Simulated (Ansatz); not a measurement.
Consider ZnO in the wurtzite structure (space group P6_3mc, No. 186; a = 3.279 Å, c = 5.294 Å). Axes: x lies along a and z along c of the hexagonal cell.

Calculations: DFT with PBE, PAW potentials and a 420 eV plane-wave cutoff in Ansatz (an electronic-structure program), scalar-relativistic without spin-orbit coupling.

Base values:

Shortest interatomic distance: 1.999 Å
Band gap: 0.74 eV

Now apply this change: the cell is compressed by 3.00 % along z with no lateral relaxation, atoms relaxed at fixed cell.

**Question.** How does this affect the shortest interatomic distance?

**Answer.** The shortest interatomic distance shrinks by 0.019 Å, from 1.999 Å to 1.980 Å.

**Question.** What happens to the energy relative to the base?

**Answer.** The energy rises by 6.9 meV/atom.

**Question.** How does this affect the band gap?

**Answer.** The band gap rises by 0.08 eV to 0.82 eV.

**Question.** Predict the new stress.

**Answer.** The stress (xx, yy, zz, yz, xz, xy; compression positive) comes out as (3.12, 3.12, 5.99, 0.00, 0.00, 0.00) GPa.

The cells carry an imposed strain or load. Stability against distortions was not tested.
